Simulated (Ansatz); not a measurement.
The starting structures come from a database of crystals and need not be the phases stable at ambient conditions.

By PBEsol, the system below comes out a metal.

Without scattering a metal conducts by its projected Fermi surface.

Given:

```yaml
crystal:
  lattice:
    - [3.48952, 0.00000, 0.00000]
    - [0.00000, 3.48952, 0.00000]
    - [0.00000, 0.00000, 3.48952]
  atoms:
    - { symbol: Sc, position: [0.50000, 0.50000, 0.50000] }
    - { symbol: Ag, position: [0.00000, 0.00000, 0.00000] }
```

The cell is strained (all lengths scaled by 1.02); by PBEsol it stands under a pressure of -7.0 GPa.

The current flows along the normal of the first two printed cell vectors, the (001) plane of the conventional cell. No spin-orbit coupling; the value is a mean over 0.1 eV about the Fermi level.

Task: Compute, with PBEsol in Ansatz (a quantum-chemistry and plane-wave program), the ballistic conductance per area.

Result: 0.64 × 10¹⁵ S/m² for both spins.
